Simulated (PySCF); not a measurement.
PySCF 2.14.0, PBE/def2-svpd, df: W(O)2(OH)(SH) ([O]=[W](=[O])([OH])[SH]), 7 atoms. The geometry is a generated start, not checked to be a minimum at this level.

| Quantity | Result |
|---|---|
| task | energy |
| method | pbe |
| basis | def2-svpd |
| two-electron scheme | density fitting |
| mol.max_memory | 3000 MB |
| mf.max_cycle | 100 |
| mf.init_guess | minao (default) |
| mf.DIIS | CDIIS (default) |
| mf.diis_space | 8 (default) |
| mf.conv_tol | 1e-09 (default) |
| mf.grids.level | 3 (default) |
| effective core potentials | those of the basis set, past Kr |
| basis functions | 147 |
| grid points | 105056 |

```xyz
7

W      0.5069    -0.0586     0.1829
O      0.5913     1.3553     1.0925
O      1.5834    -1.2722     0.6276
O      0.3879     0.1981    -1.6331
H      0.5373     0.3775    -2.5742
S     -1.6060    -0.8875     0.8917
H     -2.0008     0.2874     1.4127
```

Charge 0 and multiplicity 1 are set for this test and not shown to be the ground state.

One run each on 2 threads, 1 BLAS thread. Values of level_shift (Hartree) tried: 0 (default), 0.1, 0.3, 1.

Problem. How does the count of Fock builds change with level_shift (Hartree), and where is it least?

Solution. Fewest Fock builds: 0.1 with 15. The count rises to 45 at 1. All converge to one solution.

```json
[
 {"level_shift (Hartree)": "0 (default)", "Fock builds": "17", "end": "same solution"},
 {"level_shift (Hartree)": "0.1", "Fock builds": "15", "end": "same solution"},
 {"level_shift (Hartree)": "0.3", "Fock builds": "19", "end": "same solution"},
 {"level_shift (Hartree)": "1", "Fock builds": "45", "end": "same solution"}
]
```
